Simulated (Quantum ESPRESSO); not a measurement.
# Refining one setting for Sb₂O₃ (Pccn, 20 atoms in the cell)

```xyz
20
Lattice="4.9170 0.0000 0.0000 0.0000 12.2630 0.0000 0.0000 0.0000 5.3521" Properties=species:S:1:pos:R:3 pbc="T T T"
Sb     4.7130    10.7008     0.9514
Sb     0.2039     1.5622     4.4007
Sb     2.6624     7.6937     0.9514
Sb     2.2546     4.5693     4.4007
Sb     2.2546     1.5622     1.7246
Sb     2.6624    10.7008     3.6274
Sb     0.2039     4.5693     1.7246
Sb     4.7130     7.6937     3.6274
O      3.6877     9.1973     0.0820
O      1.2292     3.0658     5.2700
O      1.2292     3.0658     2.5940
O      3.6877     9.1973     2.7581
O      4.1836    11.5519     4.5626
O      0.7333     0.7111     0.7895
O      3.1918     6.8426     4.5626
O      1.7252     5.4204     0.7895
O      1.7252     0.7111     3.4655
O      3.1918    11.5519     1.8865
O      0.7333     5.4204     3.4655
O      4.1836     6.8426     1.8865
```

Level of theory: PBEsol, GBRV 1.5 ultrasoft (PBESOL) pseudopotentials (plane waves; Quantum ESPRESSO 7.5).

The starting cell comes from a database of computed structures (which also holds hypothetical and non-ambient phases and stackings), without a prior relaxation at this level. Its lattice was rescaled by a random factor within 2.5 % of one. Spin-orbit coupling is off. In the base run, with a pressure of about 5 GPa the cell is away from its equilibrium volume at this level.

Held fixed: ecutwfc = 40 Ry; ecutrho = 200 Ry; occupations = smearing; smearing = fermi-dirac; degauss = 0.000734986 Ry; potentials = {Sb: sb_pbesol_v1.4.uspp.F.UPF, O: o_pbesol_v1.2.uspp.F.UPF}; K_POINTS = automatic 3 2 3 0 0 0; conv_thr = 1e-10 Ry.

ΔF is the free energy per atom less that of the last row (160).

```
nbnd  ΔF (meV/atom)  pressure (GPa)  largest force (eV/Å)  gap on the mesh (eV)  bands  iterations
----  -------------  --------------  --------------------  --------------------  -----  ----------
97             0.00            5.37                 0.991                 2.166     97          14
98             0.00            5.37                 0.991                 2.022     98          14
100            0.00            5.37                 0.991                 2.022    100          14
104            0.00            5.37                 0.991                 2.022    104          13
112            0.00            5.37                 0.991                 2.022    112          13
128            0.00            5.37                 0.991                 2.022    128          11
160            0.00            5.37                 0.991                 2.022    160          11
```

Energy within 5 meV/atom of the last row: from nbnd = 97 on, the coarsest one.

Gap on the mesh within 0.01 eV of the last row: from nbnd = 98 on; the one before it is off by 0.14 eV. The value it settles on is 2.022 eV at this level of theory and with the other settings as held.

Gaps are taken between levels on the mesh.

Left out of this page: 1 run of the series failed or unconverged.
